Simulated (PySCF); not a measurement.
PySCF 2.14.0, TPSSH/def2-svpd, df: Ca(SH)2 ([SH][Ca][SH]), 5 atoms. The geometry is a generated start, not checked to be a minimum at this level.

```json
{
  "task": "energy",
  "method": "tpssh",
  "basis": "def2-svpd",
  "two_electron_scheme": "density fitting",
  "mol.max_memory": "3000 MB",
  "mf.max_cycle": "100",
  "mf.init_guess": "minao (default)",
  "mf.DIIS": "CDIIS (default)",
  "mf.diis_space": "8 (default)",
  "mf.conv_tol": "1e-09 (default)",
  "mf.grids.level": "3 (default)",
  "basis_functions": "97",
  "grid_points": "77800"
}
```

```xyz
5

Ca     0.0626     0.0368     0.0418
S     -0.2556     1.3476    -2.1014
H      0.9131     1.9797    -2.0254
S      0.0895    -1.2301     2.2380
H     -0.8096    -2.1339     1.8469
```

One run each on 2 threads, 1 BLAS thread. Values of level_shift (Hartree) tried: 0 (default), 0.1, 0.3, 1.

Task: How does the count of Fock builds change with level_shift (Hartree), and where is it least?

Result: Fewest Fock builds: 0 (default) with 11. The count rises to 56 at 1. All converge to one solution.

```tsv
level_shift (Hartree)	Fock builds	end
0 (default)	11	same solution
0.1	13	same solution
0.3	23	same solution
1	56	same solution
```
